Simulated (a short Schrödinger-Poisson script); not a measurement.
Stack: gated In0.52Al0.48As/In0.53Ga0.47As δ-doped gas in a quantum well, at 77 K.

| layer | material | thickness (nm) | Na (cm⁻³) |
|---|---|---|---|
| 1 | In0.52Al0.48As | 30 | - |
| 2 | In0.52Al0.48As | 3 | - |
| 3 | In0.53Ga0.47As | 10 | - |
| 4 | In0.52Al0.48As | 4000 | 9e14 |

Constants are typed, rounded textbook-type inputs, not results; the design itself was drawn at random and stands for no fabricated device. In0.52Al0.48As: permittivity 12.5, conduction-band edge (eV) 0.52, gap (eV) 1.45, electron mass (mₑ) 0.075, Nv at 300 K (cm⁻³) 1.1e19. In0.53Ga0.47As: permittivity 13.9, conduction-band edge (eV) 0, gap (eV) 0.74, Nv at 300 K (cm⁻³) 7.7e18.

Channel valleys (confinement mass, in-plane density-of-states mass, number): Γ 0.041, 0.041, 1. At the gate the conduction-band edge of layer 1 lies 0.65 eV − eVg above the Fermi level of the channel; the field vanishes at the back. Sheet of ionised δ-doping: +1.7e12 e/cm² at 30 nm from the gate. The barrier under the gate holds no holes. Gaps are held at their typed values at every temperature. Mesh 0.08 nm at interfaces.

From a short Schrödinger-Poisson script (our own, NumPy): 1D Poisson equation in equilibrium, electrons quantum, Hartree (BenDaniel-Duke, 40 states a valley, the channel's in-plane mass for all, wave functions free to enter the barrier), parabolic valleys, classical holes, full ionisation, no traps, pinning or gate leakage.

The same stack at other levels of the model or other numerical settings:

```
run                                                                  sheet density of all electrons at Vg = 0.4 V (cm⁻²)  capacitance at Vg = 0.4 V (μF/cm²)  centroid of the channel electrons at Vg = 0.4 V (nm)  gate voltage at 1e11 electrons/cm² (V)  rough cost against the base
-------------------------------------------------------------------  ---------------------------------------------------  ----------------------------------  ----------------------------------------------------  --------------------------------------  ---------------------------
base                                                                                                             1.56e12                               0.282                                                  4.27                                   -0.43                      about 1
electrons treated as classical, Boltzmann                                                                              …                                   …                                                     …                                   -0.49                         0.03
electrons treated as classical, Fermi-Dirac                                                                      1.61e12                               0.284                                                  4.04                                   -0.47                          0.1
electrons treated as quantum, Hartree plus LDA exchange-correlation                                              1.59e12                               0.284                                                  4.24                                   -0.43                            2
mesh six times as coarse                                                                                         1.56e12                               0.282                                                  4.24                                   -0.43                          0.3
one subband a valley                                                                                             1.56e12                               0.282                                                  4.27                                   -0.43                          0.3
```

Task: Fill in the missing entries.

Result: 
- electrons treated as classical, Boltzmann, sheet density of all electrons at Vg = 0.4 V (cm⁻²): 1.90e12
- electrons treated as classical, Boltzmann, capacitance at Vg = 0.4 V (μF/cm²): 0.330
- electrons treated as classical, Boltzmann, centroid of the channel electrons at Vg = 0.4 V (nm): 1.13

The classical rows ignore confinement, and Boltzmann statistics overrate the density once the band edge passes the Fermi level.
